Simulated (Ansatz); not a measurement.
We consider CdS (model structure, within 0.1 Å of Fm-3m, No. 225, 2 atoms in the cell), described by r²SCAN (Ansatz, a program for electronic structure, plane waves, PAW).

Numerical settings: plane-wave cutoff 500 eV, 12×12×12 k mesh, Fermi–Dirac smearing 0.05 eV, scalar-relativistic PAW data made under PBE.

Cell (relaxed at this level):

```
CELL_PARAMETERS angstrom
      1.92785     1.11304     3.14899
     -1.92785     1.11304     3.14899
      0.00000    -2.22609     3.14899
ATOMIC_POSITIONS crystal
  Cd 0.75001 0.75001 0.75001
  S  0.24999 0.24999 0.24999
```

**Question.** What does this level give for the band gap?

**Answer.** 
* **band gap**: 0.75 eV (on the SCF k mesh)

Spin–orbit coupling is not included.

The computed numbers hold no vibrational or temperature effects.

A model structure was made by putting elements into a prototype or built by hand; it is no filed structure, need not be a known phase, and can be a saddle point held by its symmetry.
